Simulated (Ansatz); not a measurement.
Input and output of a self-consistent single point for TlAgI₂ (I4/mcm, 16 atoms in the cell) (Ansatz, an electronic-structure program).

Computed with LDA (PW92), default PAW files made with PBE (plane waves; Ansatz).

The change in words: 2 x 1 x 1 supercell, mesh divided and rounded up; kpoints.mp_grid.grid: 5 5 5 → 3 5 5. Reference geometry:
```
TlAgI2
1.0
   -4.27284     4.27284     3.94371
    4.27284    -4.27284     3.94371
    4.27284     4.27284    -3.94371
Tl Ag I
2 2 4
Direct
  0.25000   0.25000   0.00000
  0.75000   0.75000   0.00000
  0.75000   0.25000   0.50000
  0.25000   0.75000   0.50000
  0.32260   0.82260   0.14520
  0.67740   0.17740   0.85480
  0.82260   0.67740   0.50000
  0.17740   0.32260   0.50000
```

Reference input (self-consistent single point, DFT, LDA (PW92), plane waves, default PAW files made with PBE): basis.ecutwfc = 420 eV; kpoints.mp_grid.grid = 5 5 5; hamiltonian.xc = lda; hamiltonian.pseudopotentials = {kind: paw} (the program's default PAW files); scf.occupations.method = fixed. This run's input differs from it in these lines:

Ansatz 0.2 input:
```diff
@@ -2,3 +2,3 @@
   lattice:
-    - [-4.272838, 4.272838, 3.943705]
+    - [-8.545676, 8.545676, 7.887410]
     - [4.272838, -4.272838, 3.943705]
@@ -6,10 +6,18 @@
   atoms:
-    - { symbol: Tl, position: [0.250000, 0.250000, 0.000000] }
-    - { symbol: Tl, position: [0.750000, 0.750000, 0.000000] }
-    - { symbol: Ag, position: [0.750000, 0.250000, 0.500000] }
-    - { symbol: Ag, position: [0.250000, 0.750000, 0.500000] }
-    - { symbol: I, position: [0.322600, 0.822600, 0.145200] }
-    - { symbol: I, position: [0.677400, 0.177400, 0.854800] }
-    - { symbol: I, position: [0.822600, 0.677400, 0.500000] }
-    - { symbol: I, position: [0.177400, 0.322600, 0.500000] }
+    - { symbol: Tl, position: [0.125000, 0.250000, 0.000000] }
+    - { symbol: Tl, position: [0.625000, 0.250000, 0.000000] }
+    - { symbol: Tl, position: [0.375000, 0.750000, 0.000000] }
+    - { symbol: Tl, position: [0.875000, 0.750000, 0.000000] }
+    - { symbol: Ag, position: [0.375000, 0.250000, 0.500000] }
+    - { symbol: Ag, position: [0.875000, 0.250000, 0.500000] }
+    - { symbol: Ag, position: [0.125000, 0.750000, 0.500000] }
+    - { symbol: Ag, position: [0.625000, 0.750000, 0.500000] }
+    - { symbol: I, position: [0.161300, 0.822600, 0.145200] }
+    - { symbol: I, position: [0.661300, 0.822600, 0.145200] }
+    - { symbol: I, position: [0.338700, 0.177400, 0.854800] }
+    - { symbol: I, position: [0.838700, 0.177400, 0.854800] }
+    - { symbol: I, position: [0.411300, 0.677400, 0.500000] }
+    - { symbol: I, position: [0.911300, 0.677400, 0.500000] }
+    - { symbol: I, position: [0.088700, 0.322600, 0.500000] }
+    - { symbol: I, position: [0.588700, 0.322600, 0.500000] }
 basis:
@@ -18,3 +26,3 @@
   mp_grid:
-    grid: [5, 5, 5]
+    grid: [3, 5, 5]
 hamiltonian:
```

Output, abridged:

```
SCF iter   1: F=—  HF=-133270.383630 eV  |F-HF|=—  |Δ(HF+E_count)|=         —  Δρ=5.79e-3  dr2=1.49e-1  ethr=1.77e-3  ⟨swp⟩=5.2  Hψ=18699  notcnv=0  defer=905
all-band conjugate gradients solve this SCF's bands
preconditioner: auto → Resta (q_TF=auto, 2.396 Å⁻¹)
SCF iter   2: F=—  HF=-133270.343654 eV  |F-HF|=—  |Δ(HF+E_count)|=   4.00e-2  Δρ=2.28e-3  dr2=1.74e-2  ethr=5.64e-5  ⟨swp⟩=2.0  Hψ=11895  notcnv=0  defer=950
   [... lines left out ...]
SCF iter   4: F=—  HF=-133270.339487 eV  |F-HF|=—  |Δ(HF+E_count)|=   5.64e-4  Δρ=1.64e-4  dr2=1.86e-4  ethr=1.44e-6  ⟨swp⟩=2.0  Hψ=6588  notcnv=0  defer=914
SCF iter   5: F=—  HF=-133270.339491 eV  |F-HF|=—  |Δ(HF+E_count)|=   4.27e-6  Δρ=4.82e-5  dr2=9.23e-6  ethr=7.05e-8  ⟨swp⟩=2.0  Hψ=7089  notcnv=0  defer=833
SCF iter   6: F=—  HF=-133270.339578 eV  |F-HF|=—  |Δ(HF+E_count)|=   8.72e-5  Δρ=8.97e-6  dr2=5.74e-7  ethr=3.49e-9  ⟨swp⟩=2.0  Hψ=9672  notcnv=0  defer=825
SCF iter   7: F=-133270.339578 eV  HF=-133270.339578 eV  |F-HF|=7.36e-9  |Δ(HF+E_count)|=   9.20e-8  Δρ=2.47e-6  dr2=3.33e-8  ethr=3.79e-11  ⟨swp⟩=16.2  Hψ=37337  notcnv=0
SCF 1 converged in 7 iterations: F = -133270.339578 eV  dr2 = 3.33e-8
Free energy (F): -133270.339578 eV
Internal energy: -133270.339578 eV  (E = F + TS)
E sigma→0 (E₀):  -133270.339578 eV
Fermi energy:    5.806914 eV
--- Forces (eV/Å), atoms counted from 1 ---
  atom   1  Tl     0.00004895     0.00001200    -0.00000651
  atom   2  Tl     0.00004895     0.00001200    -0.00000651
  atom   3  Tl    -0.00004895    -0.00001200     0.00000651
  atom   4  Tl    -0.00004895    -0.00001200     0.00000651
  atom   5  Ag    -0.00001616    -0.00000244     0.00000165
  atom   6  Ag    -0.00001616    -0.00000244     0.00000165
  atom   7  Ag     0.00001616     0.00000244    -0.00000165
  atom   8  Ag     0.00001616     0.00000244    -0.00000165
  atom   9  I      0.26639014     0.26638717     0.00002120
   [... lines left out ...]
  atom  16  I      0.26639170    -0.26635915    -0.00004144
--- Stress (GPa, compression-positive) ---
       -3.693544      -0.000034      -0.000029
       -0.000034      -3.693606       0.000102
       -0.000029       0.000102      -4.309737
  P = ⅓ Tr σ = -3.8990 GPa (-38.990 kbar)
  The stress holds the Pulay correction. Without it, at fixed plane waves, as pw.x and ABINIT print it: P = -3.9253 GPa
```

The run converged in 7 iterations. Against the reference run the free energy hardly moves (within 1 meV/atom), the pressure stays at -3.90 GPa, the largest force stays at 0.377 eV/Å and the gap on the mesh goes from 1.596 to 1.548 eV.

The starting cell comes from a database of computed structures (which also holds hypothetical and non-ambient phases and stackings), without a prior relaxation at this level. Its lattice was rescaled by a random factor within 2.5 % of one. Spin-orbit coupling is off. With a pressure of about -4 GPa the cell is away from its equilibrium volume at this level. Ansatz's pressure includes its estimate of the finite-basis (Pulay) stress.

The mesh has a lower symmetry than the crystal, so small forces and shears that the space group forbids can appear.

Cost on one core of a shared machine: roughly 3 min.
